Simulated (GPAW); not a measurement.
GPAW run on CdS (P6_3mc, 4 atoms in the cell): self-consistent single point

Method: PBE, GPAW PAW datasets PBE (gpaw-data 1.0.1) (plane waves; GPAW).

Input:

```python
from ase import Atoms
from ase.units import GPa
from gpaw import GPAW, PW, FermiDirac

atoms = Atoms(['Cd', 'Cd', 'S', 'S'],
              cell=[[4.168840, 0.000000, 0.000000],
                    [-2.084420, 3.610321, 0.000000],
                    [0.000000, 0.000000, 6.779620]],
              scaled_positions=[[0.666667, 0.333333, 0.500220],
                                [0.333333, 0.666667, 0.000220],
                                [0.666667, 0.333333, 0.876780],
                                [0.333333, 0.666667, 0.376780]],
              pbc=True)

calc = GPAW(mode=PW(600),
            xc='PBE',
            kpts=(9, 9, 5),
            occupations=FermiDirac(0.0),
            nbands=-4,
            convergence={'density': 1e-05, 'energy': 1e-05, 'bands': -2},
            symmetry={'symmorphic': False, 'tolerance': 0.0005},
            maxiter=150,
            txt='-')

atoms.calc = calc

energy = atoms.get_potential_energy()
print('Energy (eV):', round(energy, 6))
forces = atoms.get_forces()
print('Forces (eV/Ang):')
print(forces.round(5))
stress = atoms.get_stress()
print('Stress (GPa, Voigt):', (stress / GPa).round(4))
```

Output (repeated stretches shortened):

```
Input parameters:
  convergence: {bands: -2,
                density: 1e-05,
                energy: 1e-05}
  kpts: [9 9 5]
  maxiter: 150
  mode: {ecut: 600.0,
         name: pw}
  nbands: -4
  occupations: {fixmagmom: False,
                name: fermi-dirac,
                width: 0.0}
  symmetry: {symmorphic: False,
             tolerance: 0.0005}
  xc: PBE

species:
  Cd:
    name: Cadmium
    Z: 48.0
    valence: 12
    core: 36
    charge: 0.0
    file: Cd.PBE.gz

    # Using partial waves for Cd as LCAO basis

  S:
    name: Sulfur
    Z: 16.0
    valence: 6
    core: 10
    charge: 0.0
    file: S.PBE.gz

    # Using partial waves for S as LCAO basis

Reference energy: -326061.476468  # eV

Spin-paired calculation

Convergence criteria:
 Maximum [total energy] change in last 3 cyles: 1e-05 eV / valence electron
 Maximum integral of absolute [dens]ity change: 1e-05 electrons / valence electron
 Maximum integral of absolute [eigenst]ate change: 4e-08 eV^2 / valence electron
 Maximum number of scf [iter]ations: 150

Symmetries present (total): 12
Symmetries with fractional translations: 6
405 k-points: 9 x 9 x 5 Monkhorst-Pack grid
36 k-points in the irreducible part of the Brillouin zone
       k-points in crystal coordinates                weights
   0:     0.00000000    0.00000000    0.00000000          1/405
   1:     0.00000000    0.00000000    0.20000000          2/405
   2:     0.00000000    0.00000000    0.40000000          2/405
   [... 7 lines left out ...]
          ...
  35:     0.44444444    0.44444444    0.40000000         12/405

Wave functions: Plane wave expansion
  Cutoff energy: 600.000 eV
  Number of coefficients (min, max): 3387, 3423
  Pulay-stress correction: 0.000000 eV/Ang^3 (de/decut=0.000000)

Occupation numbers: # Zero width

Eigensolver

Densities:
  Coarse grid: 24*24*40 grid
  Fine grid: 48*48*80 grid
  Total Charge: 0.000000

Density mixing:
  Method: separate
  Backend: pulay
  Linear mixing parameter: 0.05
  old densities: 5
  Damping of long wavelength oscillations: 50

Hamiltonian:
  XC and Coulomb potentials evaluated on a 48*48*80 grid
  External potential:
    NoExternalPotential

XC parameters: PBE with 2 nearest neighbor stencil

Number of atoms: 4
Number of atomic orbitals: 26
Number of bands in calculation: 22
Number of valence electrons: 36
Bands to converge: 20

Density initialized from atomic densities
  22 bands from LCAO basis set

Atomic positions and initial magnetic moments

Positions:
   0 Cd     2.084422    1.203439    3.391302    ( 0.0000,  0.0000,  0.0000)
   1 Cd    -0.000002    2.406882    0.001492    ( 0.0000,  0.0000,  0.0000)
   2 S      2.084422    1.203439    5.944235    ( 0.0000,  0.0000,  0.0000)
   3 S     -0.000002    2.406882    2.554425    ( 0.0000,  0.0000,  0.0000)

Unit cell:
           periodic     x           y           z      points  spacing
  1. axis:    yes    4.168840    0.000000    0.000000    24     0.1504
  2. axis:    yes   -2.084420    3.610321    0.000000    24     0.1504
  3. axis:    yes    0.000000    0.000000    6.779620    40     0.1695

  Lengths:   4.168840   4.168840   6.779620
  Angles:   90.000000  90.000000 120.000002

Effective grid spacing dv^(1/3) = 0.1642

     iter     time        total  log10-change:
                         energy   eigst   dens
iter:   1 --:--:--   -13.701937   +0.17
iter:   2 --:--:--   -13.491066   -0.86  -1.11
iter:   3 --:--:--   -12.704584   -1.01  -1.15
iter:   4 --:--:--   -12.704391   -2.14  -1.54
iter:   5 --:--:--   -12.810794   -2.01  -1.56
iter:   6 --:--:--   -12.697869   -2.23  -1.88
iter:   7 --:--:--   -12.698440   -3.47  -2.67
iter:   8 --:--:--   -12.694515   -3.28  -2.70
iter:   9 --:--:--   -12.694870   -3.94  -3.11
iter:  10 --:--:--   -12.694904   -4.76  -3.25
iter:  11 --:--:--   -12.694659c  -4.16  -3.23
iter:  12 --:--:--   -12.694580c  -5.37  -3.32
iter:  13 --:--:--   -12.694573c  -5.54  -3.96
iter:  14 --:--:--   -12.694573c  -6.57  -4.11
iter:  15 --:--:--   -12.694570c  -6.42  -4.12
iter:  16 --:--:--   -12.694570c  -7.36  -4.26
iter:  17 --:--:--   -12.694570c  -7.58c -4.18
iter:  18 --:--:--   -12.694570c  -8.44c -4.32
iter:  19 --:--:--   -12.694570c  -7.42c -4.34
iter:  20 --:--:--   -12.694570c  -8.31c -4.81
iter:  21 --:--:--   -12.694570c  -8.97c -4.91
iter:  22 --:--:--   -12.694570c  -8.56c -4.94
iter:  23 --:--:--   -12.694570c  -9.65c -5.06c

Converged after 23 iterations.

Dipole moment: (-0.000000, 0.000000, 3.079023) |e|*Ang

Energy contributions relative to reference atoms: (reference = -326061.476468)

Kinetic:        +35.070564
Potential:      -32.014839
External:        +0.000000
XC:             -16.043332
Entropy (-ST):   +0.000000
Local:           +0.293037
SIC:             +0.000000
--------------------------
Free energy:    -12.694570
Extrapolated:   -12.694570

Showing only first 2 kpts
 Kpt  Band  Eigenvalues  Occupancy
  0    16      3.30000    2.00000
  0    17      3.30002    2.00000
  0    18      4.44269    0.00000
  0    19      6.04619    0.00000

  1    16      3.22571    2.00000
  1    17      3.22573    2.00000
  1    18      5.10046    0.00000
  1    19      6.09423    0.00000

Fermi level: 3.87135

Gap: 1.143 eV
Transition (v -> c):
  (s=0, k=0, n=17, [0.00, 0.00, 0.00]) -> (s=0, k=0, n=18, [0.00, 0.00, 0.00])
No difference between direct/indirect transitions
Energy (eV): -12.69457

Forces in eV/Ang:
  0 Cd    0.00000   -0.00000   -0.00329
  1 Cd   -0.00000    0.00000   -0.00329
  2 S     0.00000   -0.00000    0.00321
  3 S     0.00000    0.00000    0.00321

Stress tensor:
    -0.005437    -0.000000     0.000000
    -0.000000    -0.005437    -0.000000
     0.000000    -0.000000    -0.005891
Stress (GPa, Voigt): [-0.8711 -0.8711 -0.9438 -0.      0.     -0.    ]
```

The run converged in 23 iterations. GPAW prints stress with tension positive.

The starting cell comes from a database of computed structures (which also holds hypothetical and non-ambient phases and stackings), without a prior relaxation at this level.

Cost on one core of a shared machine: roughly 80 s.
